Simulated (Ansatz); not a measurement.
An Ansatz (an electronic-structure program) run: a single point on hypothetical I4/mmm MgB2 with a change (uniaxial strain ε_zz = +3.72 %), its geometry relaxed with PBEsol; Ansatz r2SCAN, scalar-relativistic without spin-orbit coupling.

Input:

Ansatz 0.2 input:
```yaml
crystal:
  lattice:
    - [-1.3319923708, 1.3319923708, 4.3322283713]
    - [1.3319923708, -1.3319923708, 4.3322283713]
    - [1.3319923708, 1.3319923708, -4.3322283713]
  atoms:
    - { symbol: Mg, position: [0, 0, 0] }
    - { symbol: B, position: [0.2818184688, 0.2818184688, 0] }
    - { symbol: B, position: [0.7181815312, 0.7181815312, 0] }
basis: { ecutwfc: 500, ecutrho_ratio: 4, xc_grid: 4, fft_grid_basis: typed }
kpoints: { mp_grid: { grid: [30, 30, 30] } }
hamiltonian:
  xc: r2scan
  dispersion: none
  pseudopotentials: { kind: paw }
scf: { occupations: { method: fermi_dirac, width: 0.1 }, convergence: { dr2_threshold: 0.0000000003 } }
output: { forces: true, stress: true }
checkpoint: { write: state.ck, write_every: 1000 }
```

Output:

```
WARN ansatz: RAYON_NUM_THREADS=2 ignored (pool sized by the plan → 2); use --threads N
Pseudopotentials: kind: paw
Pseudopotential: Mg, paw, valence charge 10
Pseudopotential: B, paw, valence charge 3
Functional definition: r2SCAN
Crystal: 3 atoms, lattice volume = 30.745 Å³
Basis set: ecut = 500 eV, 763 PW (Γ), exchange–correlation on 144×144×144 points (64 copies of the dense FFT grid, shifted against one another)
Bands: 12, of which v1, the nominal top of the filled ones, is band 8 counted from 1 (7 counted from 0)
Symmetry: 16 space group operations
Space group: I4/mmm (ITA 139), of the structure as read, at distance tolerance 3.1e-5 Å
k-points: 1992 of 27000
PAW frozen core: Mg, regenerated for the run's functional
PAW frozen core: B, regenerated for the run's functional
Initial density: superposition of atomic densities (neutral atoms: chi_scale 0, normalization atom), corrected by the library's trained network
Initial wavefunctions: pseudopotential atomic-orbital guess
Eigensolver: davidson
Functional: x = r2scan, c = r2scan; τ floored in thin density (d = 2e-4 eV/Å³)
SCF iter   1: F=—  HF=-2236.527023 eV  |F-HF|=—  |Δ(HF+E_count)|=         —  Δρ=8.64e-3  dr2=1.04e-2  dr2_τ=1.00e-1  ethr=1.77e-3  ⟨swp⟩=5.1  Hψ=134183  notcnv=0
all-band conjugate gradients solve this SCF's bands
preconditioner: auto → none
SCF iter   2: F=—  HF=-2236.573917 eV  |F-HF|=—  |Δ(HF+E_count)|=   4.69e-2  Δρ=5.23e-3  dr2=5.77e-3  dr2_τ=6.11e-5  ethr=6.52e-5  ⟨swp⟩=2.0  Hψ=63744  notcnv=0
SCF iter   3: F=—  HF=-2236.576025 eV  |F-HF|=—  |Δ(HF+E_count)|=   2.11e-3  Δρ=1.73e-3  dr2=1.54e-3  dr2_τ=2.13e-5  ethr=3.60e-5  ⟨swp⟩=2.1  Hψ=29383  notcnv=0
SCF iter   4: F=—  HF=-2236.575740 eV  |F-HF|=—  |Δ(HF+E_count)|=   2.85e-4  Δρ=4.36e-4  dr2=1.64e-4  dr2_τ=4.70e-6  ethr=9.61e-6  ⟨swp⟩=2.0  Hψ=30165  notcnv=0
SCF iter   5: F=—  HF=-2236.575706 eV  |F-HF|=—  |Δ(HF+E_count)|=   3.42e-5  Δρ=9.54e-5  dr2=2.91e-6  dr2_τ=6.59e-8  ethr=1.03e-6  ⟨swp⟩=1.9  Hψ=29260  notcnv=0
SCF iter   6: F=—  HF=-2236.575708 eV  |F-HF|=—  |Δ(HF+E_count)|=   2.41e-6  Δρ=1.96e-5  dr2=2.40e-7  dr2_τ=1.77e-9  ethr=1.82e-8  ⟨swp⟩=2.0  Hψ=32121  notcnv=0
SCF iter   7: F=—  HF=-2236.575708 eV  |F-HF|=—  |Δ(HF+E_count)|=   1.09e-7  Δρ=5.44e-6  dr2=2.03e-8  dr2_τ=1.35e-10  ethr=1.50e-9  ⟨swp⟩=2.1  Hψ=29469  notcnv=0
SCF iter   8: F=-2236.575708 eV  HF=-2236.575708 eV  |F-HF|=1.14e-10  |Δ(HF+E_count)|=   5.08e-9  Δρ=6.98e-7  dr2=2.12e-10  dr2_τ=1.49e-12  ethr=1.87e-12  ⟨swp⟩=3.7  Hψ=98457  notcnv=0
SCF 1 converged in 8 iterations: F = -2236.575708 eV  dr2 = 2.12e-10
SCF converged after 8 iterations
Free energy (F): -2236.575708 eV
Harris-Foulkes:  -2236.575708 eV  (|F-HF|=1.14e-10)
Internal energy: -2236.545236 eV  (E = F + TS)
E sigma→0 (E₀):  -2236.560472 eV
Entropy (-TS):   -0.030473 eV (-10.158 meV/atom)
Fermi energy:    9.417814 eV
--- Per-component energies (eV) ---
  E_band       = -315.866628
  E_kinetic    = 164.144841
  E_local      = -1561.670457  (includes V_loc(G=0)·N_el)
  E_nonlocal   = 120.008750
  E_hartree    = 561.052368
  E_xc         = -87.964852
  E_vxc        = -119.488014  (∫ρ·V_xc dr)
  E_paw        = -455.406486  (= ΣΔE_a)
  E_vpaw       = -47.536068  (= ΣTr[D̂ρ^β])
  E_aug_tail   = -0.000003  (compensation charges beyond the density's cutoff)
  E_vtau       = 6.569313  (kinetic-family band-sum trace: ∫τ·v_τ [+ j·A + Jᵃ·Aᵃ] dr)
  E_ewald      = -976.646303
  E_core_change = -0.063092  (= ΣΔE_core)
  E_smearing   = -0.030473  (= −TS)
  E_closure    = 0.000000  (closes the sum)
  Σ components = -2236.575708   (vs F -2236.575708, Δ=0.00e0)
  [band-id]    e_kinetic+e_local+e_nonlocal+2·e_hartree+e_vxc+e_vpaw+e_augmentation_tail+e_vtau = -315.866903   (vs E_band -315.866628, Δ=-2.75e-4)
--- Forces (eV/Å), atoms counted from 1 ---
  atom   1  Mg     0.00000000     0.00000000     0.00000000
  atom   2  B     -0.00000000     0.00000000     0.12403902
  atom   3  B      0.00000000     0.00000000    -0.12403902
  max |Σ_I F_I| component: 2.78e-17 eV/Å
--- Stress (GPa, compression-positive) ---
       -0.141956       0.000000       0.000000
        0.000000      -0.141956       0.000000
        0.000000      -0.000000      -7.430988
  P = ⅓ Tr σ = -2.5716 GPa (-25.716 kbar)
  The stress holds the Pulay correction. Without it, at fixed plane waves, as pw.x and ABINIT print it: P = -2.6053 GPa
  The stress includes an estimate of the error left by incomplete SCF convergence (largest component -0.0002 GPa).
--- Band table ---
  band table: none
```

Single points use the geometry relaxed with PBEsol. Whether these cells are dynamically stable was not tested. All final runs are without spin polarisation. The cell was made from MgB₂ (space group I4/mmm, No. 139; a hypothetical phase, not in the database extracts checked) by this change: uniaxial strain ε_zz = +3.72 %.
